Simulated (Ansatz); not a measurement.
A computed series for Ga2Pt: response to strain

The parent structure is Ga₂Pt (space group Fm-3m, No. 225; a = 5.9216 Å; relaxed with 0.1 eV smearing). Axes: x, y, z lie along the cube axes.

Strains are applied to the cell and any free atomic positions relax; under biaxial strain the out-of-plane vector relaxes too.

The values are results of Kohn–Sham DFT with the PBEsol functional, run in Ansatz (a first-principles code) with PAW and 420 eV plane waves, without spin-orbit coupling, not measurements.

Notes on the quantities. energy relative to the base: free energy F; pressure: mean of the normal stresses, compression positive.

```json
[
 {"change": "base", "energy relative to the base": "0 meV/atom", "shortest interatomic distance": "2.564 Å", "pressure": "0.0 GPa"},
 {"change": "biaxial strain +0.69 %, plane normal [111], relaxed out of plane", "energy relative to the base": "+0.7 meV/atom", "shortest interatomic distance": "2.561 Å", "pressure": "-0.7 GPa"},
 {"change": "uniaxial strain ε_xx = −0.94 %", "energy relative to the base": "+0.7 meV/atom", "shortest interatomic distance": "2.556 Å", "pressure": "1.3 GPa"},
 {"change": "uniaxial strain ε_xx = +0.72 %", "energy relative to the base": "+0.4 meV/atom", "shortest interatomic distance": "2.570 Å", "pressure": "-0.9 GPa"},
 {"change": "uniaxial strain ε_xx = +2.26 %", "energy relative to the base": "+4.0 meV/atom", "shortest interatomic distance": "2.584 Å", "pressure": "-2.8 GPa"},
 {"change": "uniaxial strain ε_zz = −1.99 %", "energy relative to the base": "+3.4 meV/atom", "shortest interatomic distance": "2.547 Å", "pressure": "2.8 GPa"},
 {"change": "tensor shear ε_xz = +1.12 %", "energy relative to the base": "+0.8 meV/atom", "shortest interatomic distance": "2.559 Å", "pressure": "0.0 GPa"}
]
```

No phonon test of stability was made. All final runs are without spin polarisation.
